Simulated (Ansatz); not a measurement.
## WSe2, carrier doping

Base system: WSe$_{2}$ (space group P6_3/mmc, No. 194; a = 3.279 Å, c = 12.786 Å; layered, stacked along the Cartesian z axis).

Carriers are added at fixed cell with a uniform background; the Fermi–Dirac width is that of 300 K.

Levels (all Ansatz, a quantum-chemistry and plane-wave program, PAW, earlier PAW set): PBE-D3(BJ) (420 eV, scalar-relativistic without spin-orbit coupling); r2SCAN+rVV10 (500 eV, no SOC).

The base cell above is that of PBE-D3(BJ); each level relaxes its own structures.

Notes on the quantities. Fermi level from band edge: Fermi level relative to the doped band's edge (positive inside the band; to 0.05 eV).

| case | Fermi level from band edge, PBE-D3(BJ) | Fermi level from band edge, r2SCAN+rVV10 |
|---|---|---|
| electrons 2.0×10^21 cm⁻³ | +0.30 eV | ? |
| electrons 3.0×10^21 cm⁻³ | +0.45 eV | ? |
| electrons 1.0×10^22 cm⁻³ | +0.85 eV | ? |
| holes 2.0×10^21 cm⁻³ | +0.45 eV | +0.45 eV |
| holes 3.0×10^21 cm⁻³ | +0.50 eV | +0.55 eV |
| holes 1.0×10^22 cm⁻³ | +0.80 eV | +0.90 eV |

Question: What belongs in the blanks?

Answer: 
- electrons 2.0×10^21 cm⁻³, Fermi level from band edge, r2SCAN+rVV10: +0.30 eV
- electrons 3.0×10^21 cm⁻³, Fermi level from band edge, r2SCAN+rVV10: +0.40 eV
- electrons 1.0×10^22 cm⁻³, Fermi level from band edge, r2SCAN+rVV10: +0.75 eV

The two levels differ by at most about 0.10 eV. Near ties aside, they put the cases in the same order.

Charged cell with a jellium background: band edges are those of the host's band count, energies are not comparable with the neutral cell, and many-body gap narrowing is missing. No phonon test of stability was made.
